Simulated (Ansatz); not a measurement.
Levels about the gap of amorphous Hf18O39Ga2 (59 atoms in a cell of 759 Å³, 8.70 g/cm³; zone centre alone, so wide bands show as single levels with stretches between that a denser mesh fills), at the geometry that PBE relaxed, where it gives 0.3 GPa on a denser mesh. The participation number counts the atoms over which a state spreads; weights are charges in smoothed Voronoi cells. The levels come from a single point, so bond lengths are those of that geometry. Method of the levels: PBE, scalar-relativistic without spin-orbit coupling (Ansatz, a quantum-chemistry and plane-wave program). Sampling: the zone centre alone; Fermi-Dirac width 0.02 eV; no spin polarisation. At PBE the levels at the filled edge of the gap are localised (band-tail or defect states).

Preparation: random packing, a CHGNet melt and quench, and a DFT relaxation. O atoms were pushed apart under 1.9 Å during the dynamics, to hinder bonds among them. The hot cell started wider than the set density and was brought back towards it in steps. It is the lowest in DFT energy of 2 quenches. It is a model cell: composition and starting density were chosen by hand, and all elements were melted together. No dispersion term was used. Its density started from a set value of 8.70 and ended at 8.70 g/cm³. The simulated quench (nominally 380 K/ps over its main leg) is rapid and tends to freeze in more defects than a deposited or slowly cooled glass has. One small periodic cell is one sample of the glass; other quenches scatter about these values. The volume was held where the preparation left it and the shape relaxed, at a PBE pressure of 0.3 GPa. Stress components on the final sampling reach 1.7 GPa. Cycles of charging lowered its energy after that relaxation.

```tsv
E - E(highest filled), eV	filling	participation number	largest on	weight O	weight Hf	weight Ga
-0.31	filled	18.7	O, 2 neighbours	0.94	0.05	0.00
-0.29	filled	12.1	O, 3 neighbours	0.94	0.05	0.01
-0.25	filled	23.4	O, 3 neighbours	0.94	0.05	0.00
-0.17	filled	22.3	O, 3 neighbours	0.94	0.05	0.01
-0.14	filled	12.0	O, 3 neighbours	0.95	0.05	0.00
-0.03	filled	11.6	O, 3 neighbours	0.95	0.05	0.00
0.00	filled	8.7	O, 3 neighbours	0.95	0.05	0.00
4.07	empty	27.8	Hf, 5 neighbours	0.51	0.43	0.06
4.25	empty	17.6	Hf, 6 neighbours	0.40	0.57	0.03
4.32	empty	28.0	Hf, 6 neighbours	0.39	0.58	0.04
4.44	empty	28.0	Hf, 7 neighbours	0.42	0.52	0.05
4.53	empty	16.0	Hf, 6 neighbours	0.37	0.62	0.01
4.68	empty	26.9	Hf, 6 neighbours	0.37	0.61	0.02
4.72	empty	27.8	Hf, 6 neighbours	0.38	0.62	0.01
```

Most localised among these is the filled level at +0.00 eV, on a O atom, which has 3 neighbours (Hf 2.07 Å, Hf 2.11 Å, Hf 2.21 Å).
